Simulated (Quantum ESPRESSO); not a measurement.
**Effort and miss along a sweep of ecutwfc: SiO2 (P3_221, 9 atoms in the cell)**

Cell: a = 4.8531 Å, b = 4.8531 Å, c = 5.3616 Å, α = 90.00°, β = 90.00°, γ = 120.00°.

Computed with PBE, GBRV 1.5 ultrasoft (PBE) pseudopotentials (plane waves; Quantum ESPRESSO 7.5).

Base settings: ecutwfc = 40 Ry; ecutrho = 200 Ry; occupations = fixed; potentials = {Si: si_pbe_v1.uspp.F.UPF, O: o_pbe_v1.2.uspp.F.UPF}; K_POINTS = automatic 4 4 3 0 0 0; nbnd = 32; conv_thr = 1e-11 Ry; mixing_beta = 0.7.

Misses are taken against the tightest run, 80 Ry (ecutrho: 200 Ry → 400 Ry), which need not be fully converged itself. The energy is the free energy per atom.

The count of work is k-points × plane waves × bands × iterations; it is no time, and leaves out set-up, grids and terms that scale otherwise. Core times come from one kind of shared machine and are given to one figure; runs under 30 s give none.

The starting cell comes from a database of computed structures (which also holds hypothetical and non-ambient phases and stackings), without a prior relaxation at this level. Its lattice was rescaled by a random factor within 2.5 % of one. In the base run, with a pressure of about 15 GPa the cell is away from its equilibrium volume at this level.

The runs (ecutwfc): 16 Ry (ecutrho: 200 Ry → 80 Ry) | 20 Ry (ecutrho: 200 Ry → 100 Ry) | 24 Ry (ecutrho: 200 Ry → 120 Ry) | 28 Ry (ecutrho: 200 Ry → 140 Ry) | 32 Ry (ecutrho: 200 Ry → 160 Ry) | 36 Ry (ecutrho: 200 Ry → 180 Ry) | 40 Ry | 46 Ry (ecutrho: 200 Ry → 230 Ry) | 52 Ry (ecutrho: 200 Ry → 260 Ry) | 60 Ry (ecutrho: 200 Ry → 300 Ry) | 70 Ry (ecutrho: 200 Ry → 350 Ry) | 80 Ry (ecutrho: 200 Ry → 400 Ry).

Which is the coarsest setting among those run that, with all tighter ones, holds the energy within 20 meV/atom of the reference, and what does it save?

36 Ry (ecutrho: 200 Ry → 180 Ry), off by 13 meV/atom; it needs 0.30 of the reference's count of work.

Which is the coarsest setting among those run that, with all tighter ones, holds the energy within 10 meV/atom of the reference, and what does it save?

40 Ry, off by 8.6 meV/atom; it needs 0.35 of the reference's count of work and about 0.3 of the reference's time.

What does the step from 20 Ry (ecutrho: 200 Ry → 100 Ry) to 32 Ry (ecutrho: 200 Ry → 160 Ry) buy?

It takes the miss in the energy from 2000 to 44 meV/atom, for 2.4 times the count of work.

| ecutwfc | energy less reference (meV/atom) | pressure less reference (GPa) | largest difference in the force on any atom (eV/Å) | count of work / reference | core time / reference (rough) |
|---|---|---|---|---|---|
| 16 Ry (ecutrho: 200 Ry → 80 Ry) | 5981.42 | -205.07 | 0.921 | 0.075 | – |
| 20 Ry (ecutrho: 200 Ry → 100 Ry) | 2039.61 | -98.38 | 0.168 | 0.11 | – |
| 24 Ry (ecutrho: 200 Ry → 120 Ry) | 653.41 | -41.60 | 0.045 | 0.15 | – |
| 28 Ry (ecutrho: 200 Ry → 140 Ry) | 183.53 | -15.10 | 0.031 | 0.21 | – |
| 32 Ry (ecutrho: 200 Ry → 160 Ry) | 43.62 | -4.28 | 0.007 | 0.25 | – |
| 36 Ry (ecutrho: 200 Ry → 180 Ry) | 12.60 | -0.70 | 0.002 | 0.30 | – |
| 40 Ry | 8.63 | 0.12 | 0.003 | 0.35 | 0.3 |
| 46 Ry (ecutrho: 200 Ry → 230 Ry) | 7.43 | -0.02 | 0.003 | 0.44 | 0.4 |
| 52 Ry (ecutrho: 200 Ry → 260 Ry) | 4.05 | -0.10 | 0.001 | 0.53 | 0.6 |
| 60 Ry (ecutrho: 200 Ry → 300 Ry) | 1.35 | 0.03 | 0.000 | 0.65 | 0.6 |
| 70 Ry (ecutrho: 200 Ry → 350 Ry) | 0.84 | 0.11 | 0.000 | 0.82 | 0.8 |
| 80 Ry (ecutrho: 200 Ry → 400 Ry) | 0.00 | 0.00 | 0.000 | 1.0 | 1 |
